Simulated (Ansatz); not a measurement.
The decay constant κ of evanescent states in the gap governs leakage through a thin film.

Consider the following.

```
CELL_PARAMETERS angstrom
      4.89280     0.00000     0.00000
      0.00000     4.89280     0.00000
      0.00000     0.00000     6.79525
ATOMIC_POSITIONS crystal
  Si 0.30134 0.30134 0.50000
  Si 0.19866 0.80134 0.75000
  Si 0.69866 0.69866 0.00000
  Si 0.80134 0.19866 0.25000
  O  0.10643 0.23861 0.32011
  O  0.26139 0.60643 0.57011
  O  0.89357 0.76139 0.82011
  O  0.73861 0.39357 0.07011
  O  0.60643 0.26139 0.42989
  O  0.76139 0.89357 0.17989
  O  0.39357 0.73861 0.92989
  O  0.23861 0.10643 0.67989
```

Space group of this cell: P4_12_12. The cell is strained (all lengths scaled by 0.98); by r2SCAN its mean pressure is 12.1 GPa.

Transport runs along the normal of the first two printed cell vectors, the (001) plane of the conventional cell.

No gap correction and no spin-orbit coupling; mid-gap values are interpolated between computed energies.

Question: Compute, with r2SCAN (Ansatz, an electronic-structure program), the band gap and the smallest decay constant κ at mid-gap.

Answer: Gap 6.63 eV on a 6×6×6 mesh; κ = 0.561 1/Å, at the zone centre.
